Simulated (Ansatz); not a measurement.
# Pressure series in SiO2

The parent structure is SiO$_{2}$ (space group P3_221, No. 154).

SiO2 is modelled in the trigonal space group P3₂21 (No. 154), Pearson symbol hP9. Lattice parameters: a = 4.920 Å, b = 4.920 Å, c = 5.416 Å, α = 90.00°, β = 90.00°, γ = 120.00°. Si on 3a sees 4 O at 1.612–1.616 Å (tetrahedral). O on 6c is coordinated by 2 Si at 1.612–1.616 Å (bent). (Neighbours: up to the widest gap in distance over summed covalent radii, below 1.35, at either atom.)

Cell and atoms are relaxed at each pressure.

The values are results of Kohn–Sham DFT with the r2SCAN functional, run in Ansatz (a program for electronic structure) with PAW and 500 eV plane waves, without spin-orbit coupling, earlier PAW set, not measurements.

Candidates:
(a) pressure 9 GPa
(b) pressure −1 GPa
(c) pressure 30 GPa

For the base:

| Property | Result |
|---|---|
| Band gap | 6.60 eV |

Task: Order them by band gap, highest first.

Result: (c) pressure 30 GPa (7.84 eV), (a) pressure 9 GPa (7.21 eV), (b) pressure −1 GPa (6.50 eV)

Load acts through the strain it causes; cell and atoms are relaxed under it. Stability against distortions was not tested. Competing high-pressure phases were not computed.
